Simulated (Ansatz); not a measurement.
**Ru under a change: x(Pd) = 0.625, 8 atoms, Pmm2**

The reference is Ru in the hcp (Mg type) structure (space group P6_3/mmc, No. 194; a = 2.7046 Å, c = 4.2601 Å).

The other end (x = 1) is Pd in the hcp (Mg type) structure (space group P6_3/mmc, No. 194; a model cell, its experimental status unchecked): 15.00 Å³/atom, gap zero; this end may not be an ambient phase.

Perturbation: Pd replaces 62.5 % of the Ru, ordered in a cell of 8 atoms (starting symmetry Pmm2) and fully relaxed.

Calculations: r2SCAN/PAW in Ansatz (a quantum-chemistry and plane-wave program), spin-orbit coupling left out. Settings: 17×11×5 k-points, 0.05 eV Fermi–Dirac smearing, for the changed cell.

```csv
quantity,base,changed,shift
density,12.44 g/cm³,12.06 g/cm³,-0.38 g/cm³
shortest interatomic distance,2.641 Å,2.617 Å,-0.024 Å
band gap,zero,zero,–
mixing energy (to 0.01 eV only: unlike meshes or grids) (against an end that may be hypothetical),–,+0.21 eV/atom,–
deviation of the volume from the linear (Vegard-type) interpolation,–,-0.4 %,–
```

Each cell is one ordered arrangement of few atoms, which overstates ordering effects compared with a random alloy. Stability against distortions was not tested. The final runs are not spin-polarised. Pd lies near a magnetic instability that expansion can trigger; it was not tested. Pd has a high density of states at the Fermi level and may be magnetic at this level. This is not the structure that Pd has at room temperature and ambient pressure.
